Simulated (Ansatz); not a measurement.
For CdSe (model structure, started from the beta GaS type, P6₃/mmc, No. 194, 8 atoms in the cell), PBE in Ansatz (plane waves, PAW) gives:

| Quantity | Result |
|---|---|
| lattice constant a | 4.464 Å |
| lattice parameter c | 16.113 Å |

**Question.** What does PBE-D3(BJ) (plane waves, PAW; Ansatz, a quantum-chemistry and plane-wave program) give for the same quantities?

**Answer.** 
- lattice constant a: 4.391 Å (drops by 1.6 %)
- lattice parameter c: 14.448 Å (shrinks by 10 %)

Changes are worked out from the printed values.

Unless a cell is named, each level is at its own relaxed cell (PBE 34.76, PBE-D3(BJ) 30.16 Å³/atom).

Ansatz's density-functional and Hartree–Fock values are scalar-relativistic unless marked +SOC, with PAW data made under PBE.

A model structure was made by putting elements into a prototype or built by hand; it is no filed structure, need not be a known phase, and can be a saddle point held by its symmetry.
